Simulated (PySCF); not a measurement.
PySCF 2.14.0, CCSD (frozen core)/cc-pvdz: C=C[Si@](N)(O)[SiH3], 15 atoms. The geometry is a generated start, not checked to be a minimum at this level.

task: ccsd
basis: cc-pvdz
two-electron scheme: exact four-centre integrals
frozen core: true
mf.init_guess: minao (default)
mf.DIIS: CDIIS (default)
mf.diis_space: 8 (default)
mf.conv_tol: 1e-09 (default)
basis functions (reference run): 137

On 4 threads, 1 BLAS thread. Build: conda-forge: OpenMP (GNU), OpenBLAS with its own threads, libcint, Libxc. One run each, on a shared machine, so no times are given.

Values of mol.max_memory tried: 8000 MB, 4000 MB, 2000 MB, 1000 MB, 500 MB, 300 MB, 200 MB.

Question: What happens as the memory setting falls?

Answer: It runs down to 200 MB, the lowest tried, with the same result. At 8000 MB: SCF integrals in memory, transformation in memory. From 2000 MB down: SCF integrals in memory, transformation through a file. From 300 MB down: direct SCF, transformation through a file.

| mol.max_memory | path | peak memory |
|---|---|---|
| 8000 MB | SCF integrals in memory, transformation in memory | 1.8 GiB |
| 4000 MB | SCF integrals in memory, transformation in memory | 1.8 GiB |
| 2000 MB | SCF integrals in memory, transformation through a file | 1.9 GiB |
| 1000 MB | SCF integrals in memory, transformation through a file | 1.9 GiB |
| 500 MB | SCF integrals in memory, transformation through a file | 1.9 GiB |
| 300 MB | direct SCF, transformation through a file | 1.6 GiB |
| 200 MB | direct SCF, transformation through a file | 1.6 GiB |

Peak memory is the kernel's count for the largest process, libraries included and scratch files not. The peak passes the setting at 2000 MB, 1000 MB, 500 MB, 300 MB, 200 MB: it is no hard cap.
